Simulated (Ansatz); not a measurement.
We look at the energy of the reaction as written. Reaction: cell B → cell A. Negative: the products are lower in energy.

Cell A: a sheet of composition Se, 1 atom, hexagonal cell of 2.80 Å (6.8 Å²), symmetry P6/mmm, 0.0 Å thick under 16 Å of vacuum, in-plane vectors relaxed; planes from bottom to top: Se; a model cell; partly filled levels (a metallic host or states in the gap) with PBE; spin state with PBE: run without spin, k-point mesh 18×18×1.
```xyz
1
Lattice="2.7996 0.0000 0.0000 -1.3998 2.4245 0.0000 0.0000 0.0000 16.0000" Properties=species:S:1:pos:R:3 pbc="T T T"
Se     0.0000     0.0000     8.0000
```

Cell B: a sheet of composition Se, 1 atom, square cell of 2.63 Å (6.9 Å²), symmetry P4/mmm, 0.0 Å thick under 16 Å of vacuum, in-plane vectors relaxed; planes from bottom to top: Se; a model cell; partly filled levels (a metallic host or states in the gap) with PBE; spin state with PBE: run without spin, k-point mesh 14×14×1.
```
Se
1.0
    2.63482     0.00000     0.00000
    0.00000     2.63482     0.00000
    0.00000     0.00000    16.00000
Se
1
Cartesian
  0.00000   0.00000   8.00000
```

Computed with Ansatz (plane waves, PAW), its PAW set soft_1, cutoff 420 eV, 500 eV for r2SCAN. The structures are at rest with PBE; other levels are single points on them. Neutral cells; Fermi-Dirac smearing of at most 0.05 eV in the solids, energies taken to zero width. The lattices are those relaxed with PBE, so at other levels the solids can be strained, which adds to the spread. A dispersion term (D3(BJ), or D4 for r2SCAN) was computed beside these levels and is taken off wherever the name lacks it. Static lattices, no vibrational contributions. Cell A has symmetry P6/mmm and got no random move, so less symmetric positions, which may lie lower, weren't tried. Cell B has symmetry P4/mmm and got no random move, so less symmetric positions, which may lie lower, weren't tried.

### Question
Give the value at the level PBE.

### Answer
0.41 eV, for cell B → cell A.

### Question
How does the value move with the functional?

### Answer
```json
[
 {"Functional": "r2SCAN", "value (eV)": "0.47", "less PBE": "0.06"}
]
```

The levels span 0.06 eV, from PBE (0.41) to r2SCAN (0.47).

Ansatz is a first-principles code.
